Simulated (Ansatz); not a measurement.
## CuI (P4/nmm, No. 129, 4 atoms in the cell; start mp-22863; a measured phase of this formula has another space group)

Computed with LDA (PAW; Ansatz, a quantum-chemistry and plane-wave program).

Run with plane-wave cutoff 520 eV, 8×8×6 k mesh (along the axes of the cell as run), Fermi–Dirac smearing 0.01 eV, no spin polarisation, scalar-relativistic PAW data made under PBE.

Cell (relaxed at this level):

Space group P4/nmm, origin choice 1 (No. 129); a = b = 3.9577 Å, c = 6.1826 Å, α = β = γ = 90.00°

```tsv
atom	site	symmetry	x	y	z
Cu	2a	-4m2	0.0000	0.0000	0.0000
I	2c	4mm	0.5000	0.0000	0.2708
```

| Item | Result |
|---|---|
| band gap | 1.49 eV (on the SCF k mesh) |
| bulk modulus | 21.6 GPa |

Note: the relaxation could not lower the start's symmetry, so the cell can be a saddle point above a distorted one; the bulk modulus is −V dP/dV from two relaxed cells at ±2 % in volume.

Spin–orbit coupling is not included; with these elements it can move the gap by several tenths of an eV or more.

The computed numbers hold no vibrational or temperature effects.

The result took roughly 2.1 core-minutes.

A start named mp-… is a Materials Project structure, which need not be a measured phase.
